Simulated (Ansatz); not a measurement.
The reference is ZnSe in the zinc blende structure (space group F-43m, No. 216; a = 5.7330 Å).

The values are results of Ansatz (a quantum-chemistry and plane-wave program) PBE, no spin-orbit coupling, not measurements.

Strains are applied to the cell and any free atomic positions relax.

One change was made to it. Results:

```csv
quantity,base,after
"hole mass (degenerate bands, along [100])","0.094, 0.63, 0.63 mₑ (at Γ)","0.10, 0.61, 0.61 mₑ (at Γ)"
width of the top valence band,2.50 eV,2.64 eV
"valley order (the lowest conduction-band minima on the path, energy above the VBM, named in the base's zone)",Γ 1.15 eV; L along ⟨111⟩ 2.49 eV,Γ 1.27 eV; L along ⟨111⟩ 2.54 eV
energy relative to the base (free energy F),0 meV/atom,+3.9 meV/atom
```

Task: Which change produced these results?
A) isotropic strain −1.00 %
B) isotropic strain +1.00 %
C) isotropic strain +2.50 %
D) isotropic strain −2.50 %
E) isotropic strain +2.00 %

Result: A, isotropic strain −1.00 %. For comparison, the valley order in the other runs: isotropic strain −2.50 % gives Γ 1.46 eV; L along ⟨111⟩ 2.62 eV; X along ⟨100⟩ 2.89 eV; isotropic strain +2.50 % gives Γ 0.87 eV; L along ⟨111⟩ 2.35 eV; isotropic strain +1.00 % gives Γ 1.04 eV; L along ⟨111⟩ 2.43 eV; isotropic strain +2.00 % gives Γ 0.93 eV; L along ⟨111⟩ 2.38 eV.

The levels and masses belong to the bands next to the band gap. Masses are band curvatures over ±0.01 Å⁻¹ around the edge. Whether these cells are dynamically stable was not tested.
